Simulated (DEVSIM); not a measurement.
Device: Mo/SiO2/p-GaAs capacitor, at 300 K.

| layer (left to right) | material | thickness (nm) | Na (cm⁻³) |
|---|---|---|---|
| 1 | SiO2 | 2.80 | - |
| 2 | GaAs | 1200 | 2.8e17 |

Metal gate on the left, work function 4.6 eV. Fixed charge at the semiconductor interface -3.4e10 cm⁻² (in units of +e); no interface traps.

This is a model device: material constants are rounded textbook-type values typed into the input, and sizes, dopings and lifetimes were drawn at random. Values at 300 K.

```tsv
parameter	SiO2	GaAs
gap (eV)	9	1.424
affinity (eV)	0.9	4.07
permittivity	3.9	12.9
Nc (cm⁻³)	-	4.7e17
Nv (cm⁻³)	-	9e18
```

Simulated with DEVSIM: 1D Poisson equation in equilibrium, Boltzmann statistics, complete ionisation; no quantum confinement or tunnelling. Metal contacts follow the ideal Schottky-Mott rule: no Fermi-level pinning, no interface dipoles.

The substrate doping was swept, all else fixed.

```csv
substrate doping (cm^-3),flat-band voltage (V),minimum of the low-frequency capacitance (μF/cm²)
1.4e16,-0.72,0.0348
2.8e16,-0.74,0.0481
5.6e16,-0.76,0.0656
1.4e17,-0.78,0.0988
2.8e17,-0.80,0.133
5.6e17,-0.82,0.178
```

From the first row to the last the flat-band voltage goes from -0.72 to -0.82. From the first row to the last the minimum of the low-frequency capacitance goes from 0.0348 to 0.178.
